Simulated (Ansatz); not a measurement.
White tin (β-Sn) was calculated with HSE06-D3(BJ) (Ansatz, a program for electronic structure, plane waves, PAW).

Settings: plane-wave cutoff 460 eV, 10×10×10 k mesh, Fermi–Dirac smearing 0.05 eV, scalar-relativistic PAW data made under PBE.

Computed at the level's own relaxed cell.

Estimate the equilibrium lattice constant a and lattice parameter c that the calculation returns.


- equilibrium lattice constant a = 5.777 Å
- lattice parameter c = 3.099 Å

Measured, for comparison: lattice constant a 5.831 Å, lattice parameter c 3.181 Å (293 K, no zero-point or thermal correction; as tabulated in Wikipedia's data pages). Computed (rounded) less measured: lattice constant a -0.9 %, lattice parameter c -2.6 %. A static lattice is as a rule a little smaller and stiffer than an uncorrected measurement, which narrows the difference in the lattice constant a and would widen misses of the other sign.

Spin–orbit coupling is not included.

The computed numbers hold no vibrational or temperature effects.

Cost on a shared machine: around 50 core-minutes (rough).
